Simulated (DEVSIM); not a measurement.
Structure: abrupt Si p-n junction, at 350 K.

```csv
layer (left to right),material,thickness (μm),Nd (cm⁻³),Na (cm⁻³),τn (s),τp (s)
1,Si,4.70,-,1e16,3.9e-5,3.9e-5
2,Si,2.30,1.5e14,-,3.9e-5,3.9e-5
```

Left contact: ohmic. Right contact: ohmic. Voltage is applied to the left contact. Recombination: SRH at mid-gap. Mobility is μmin + (μ − μmin)/(1 + (N/Nref)^α).

This is a model device: material constants are rounded textbook-type values typed into the input, and sizes, dopings and lifetimes were drawn at random. Values at 300 K; Nc and Nv go as T^1.5, mobilities as T to minus their exponent, the gap by Varshni's rule with the affinity fixed.

```tsv
parameter	Si
gap (eV)	1.124
affinity (eV)	4.05
permittivity	11.7
Nc (cm⁻³)	2.86e19
Nv (cm⁻³)	3.1e19
μn (cm²/Vs)	1417
μp (cm²/Vs)	470
μn,min	52
μp,min	45
Nref,n	9.7e16
Nref,p	2.2e17
αn	0.68
αp	0.72
T exponent of μn	2.3
T exponent of μp	2.2
Varshni α (eV/K)	0.000473
Varshni β (K)	636
```

Model (solved in DEVSIM): 1D drift-diffusion, Boltzmann statistics, complete ionisation; no tunnelling, impact ionisation, image-force lowering or self-heating.

The doping Nd of layer 2 was swept, all else fixed.

| doping Nd of layer 2 (cm^-3) | dark forward voltage at 100 A/cm² (V) | largest field in the device at zero bias (V/cm) | potential step across the device at zero bias (V) | dark forward voltage at 1 A/cm² (V) |
|---|---|---|---|---|
| 4.5e12 | 1.578 | 6000 | 0.382 | 0.276 |
| 1.5e13 | 1.131 | 6000 | 0.418 | 0.305 |
| 4.5e13 | 0.745 | 6200 | 0.451 | 0.332 |
| 1.5e14 | 0.668 | 6900 | 0.488 | 0.362 |
| 4.5e14 | 0.651 | 8900 | 0.521 | 0.391 |
| 1.5e15 | 0.644 | 14000 | 0.557 | 0.424 |
| 4.5e15 | 0.641 | 23000 | 0.590 | 0.449 |

From the first row to the last the dark forward voltage at 100 A/cm² goes from 1.578 to 0.641. From the first row to the last the largest field in the device at zero bias goes from 6000 to 23000.
